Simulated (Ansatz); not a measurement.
Start from CeO$_{2}$ in the CdI2 type structure (space group P-3m1, No. 164; a = 3.601 Å, c = 4.525 Å; a hypothetical phase, not in the database extracts checked).

(Cell as relaxed with PBE-D3(BJ).)

Levels (all Ansatz, an electronic-structure program, PAW): PBE-D3(BJ) (420 eV, scalar-relativistic without spin-orbit coupling); r2SCAN+rVV10 (500 eV, no spin-orbit coupling).

Each level relaxes its own structure.

```json
[
 {"base": "volume per atom", "PBE-D3(BJ)": "16.94 Å³", "r2SCAN+rVV10": "16.44 Å³"},
 {"base": "lattice parameter a", "PBE-D3(BJ)": "6.805 bohr", "r2SCAN+rVV10": "6.792 bohr"},
 {"base": "band gap", "PBE-D3(BJ)": "2.25 eV", "r2SCAN+rVV10": "2.52 eV"}
]
```

Modification: cell and atoms relaxed at a pressure of 3 GPa.

| quantity | PBE-D3(BJ) | r2SCAN+rVV10 |
|---|---|---|
| lattice parameter a | 6.771 bohr | 6.763 bohr |
| c/a ratio | 1.163 | 1.142 |

PBE-D3(BJ)'s lattice parameter a lies 0.008 bohr above r2SCAN+rVV10's (0.1 %); PBE-D3(BJ)'s c/a ratio lies 0.0205 above r2SCAN+rVV10's. Neither level is exact; r2SCAN+rVV10 is the comparison here, not a measurement.

Load acts through the strain it causes; cell and atoms are relaxed under it. Whether these cells are dynamically stable was not tested. Starting moments died away, wholly or in part, for the base; another magnetic solution may exist. The final runs are not spin-polarised.
